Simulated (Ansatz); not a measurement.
The starting structures come from a database of crystals and need not be the phases stable at ambient conditions.

Inside the gap of an insulator the Bloch states are evanescent, with a wavenumber k + iκ along the transport direction.

```yaml
crystal:
  lattice:
    - [6.20490, -0.17360, 0.28246]
    - [-0.34401, 9.04861, 0.12608]
    - [0.34401, -2.42465, 3.94504]
  atoms:
    - { symbol: Ag, position: [0.69940, 0.53177, 0.64440] }
    - { symbol: Ag, position: [0.30060, 0.03177, 0.91914] }
    - { symbol: Ag, position: [0.71202, 0.90705, 0.91257] }
    - { symbol: Ag, position: [0.28798, 0.40705, 0.40152] }
    - { symbol: H, position: [0.95693, 0.26927, 0.99216] }
    - { symbol: H, position: [0.04307, 0.76927, 0.04638] }
    - { symbol: H, position: [0.99712, 0.46331, 0.05427] }
    - { symbol: H, position: [0.00288, 0.96331, 0.37236] }
    - { symbol: I, position: [0.51450, 0.19948, 0.53828] }
    - { symbol: I, position: [0.48550, 0.69948, 0.36068] }
    - { symbol: O, position: [0.97427, 0.39363, 0.17012] }
    - { symbol: O, position: [0.02573, 0.89363, 0.11713] }
    - { symbol: F, position: [0.96766, 0.07280, 0.75125] }
    - { symbol: F, position: [0.03234, 0.57280, 0.89435] }
```

Space group of this cell: P2_1. The cell was relaxed by PBE-D3(BJ).

Transport runs along the normal of the first two printed cell vectors.

No gap correction and no spin-orbit coupling; mid-gap values are interpolated between computed energies.

Problem. Give the band gap and the smallest decay constant κ at mid-gap that Ansatz (a program for electronic structure) with r2SCAN yields.

Solution. Gap 1.46 eV on a 6×8×8 mesh; κ = 0.170 1/Å, at the zone centre.
